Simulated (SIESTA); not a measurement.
Band structure of AgBr (Fm-3m, 2 atoms in the cell).

```
CELL_PARAMETERS angstrom
      0.00000     2.88500     2.88500
      2.88500     0.00000     2.88500
      2.88500     2.88500     0.00000
ATOMIC_POSITIONS crystal
  Ag 0.00000 0.00000 0.00000
  Br 0.50000 0.50000 0.50000
```

Computed with GGA PBE, numerical atomic orbitals DZP, PseudoDojo PBE standard norm-conserving potentials (rewritten from UPF to PSML) run with SIESTA 5.4.2.

Settings: XC.functional = GGA; XC.authors = PBE; potentials = PseudoDojo PBE standard; PAO.BasisSize = DZP; PAO.EnergyShift = 0.005 Ry; MeshCutoff = 300 Ry; kgrid.MonkhorstPack = 10 10 10; OccupationFunction = FD; ElectronicTemperature = 50 meV; MaxSCFIterations = 150; SCF.Mixer.Method = Broyden; SCF.Mixer.Weight = 0.25; SCF.Mixer.History = 6; SCF.DM.Tolerance = 1.0E-04.

The starting cell has typed, rounded lattice constants, without a prior relaxation at this level. Values carry the incompleteness of an atom-centred basis.

Predict the gap along the standard path and the places of the band edges.

The gap along the path is 1.04 eV, from L to Γ; the smallest direct gap on it is 2.93 eV.

Levels in eV from the top of the valence band on the path, bands 10 to 14:
```csv
point,10,11,12,13,14
Γ,-2.67,-1.89,-1.89,-1.89,1.04
X,-2.54,-2.29,-2.29,-2.20,1.81
W,-2.28,-2.16,-2.16,-1.46,3.92
K,-2.33,-2.11,-1.92,-1.16,3.16
L,-2.37,-2.01,0.00,0.00,4.01
U,-2.33,-2.11,-1.92,-1.16,3.16
```

Higher empty bands are left out: an atom-centred basis made for the valence describes them poorly.
